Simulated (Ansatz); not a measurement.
Consider Nb in the bcc (W type) structure (space group Im-3m, No. 229; a = 3.303 Å). Axes: x, y, z lie along the cube axes.

Method: r2SCAN (Ansatz, an electronic-structure program, PAW, no spin-orbit coupling).

Strains are applied to the cell and any free atomic positions relax; under biaxial strain the out-of-plane vector relaxes too.

One change was made to it. Results:

| quantity | base | after |
|---|---|---|
| energy relative to the base (free energy F) | 0 meV/atom | +0.218 eV/atom |
| pressure | 0.0 GPa | 32.6 GPa |

Q: Name the change that was made.
A. biaxial strain −1.03 %, plane normal [001], relaxed out of plane
B. strain tensor (xx, yy, zz, yz, xz, xy) = (−0.41, +1.48, −1.38, −0.30, +0.06, +0.05) %
C. isotropic strain +5.95 %
D. biaxial strain +0.27 %, plane normal [110], relaxed out of plane
E. isotropic strain −4.66 %

A: E, isotropic strain −4.66 %. For comparison, the energy relative to the base in the other runs: strain tensor (xx, yy, zz, yz, xz, xy) = (−0.41, +1.48, −1.38, −0.30, +0.06, +0.05) % gives +3.0 meV/atom; isotropic strain +5.95 % gives +0.266 eV/atom; biaxial strain −1.03 %, plane normal [001], relaxed out of plane gives +3.0 meV/atom; biaxial strain +0.27 %, plane normal [110], relaxed out of plane gives +0.1 meV/atom.

Without a gap, meshes like the base's 20×20×20 leave anisotropic stresses uncertain by several tenths of a GPa, and small strain energies with them. Whether these cells are dynamically stable was not tested. All final runs are without spin polarisation.
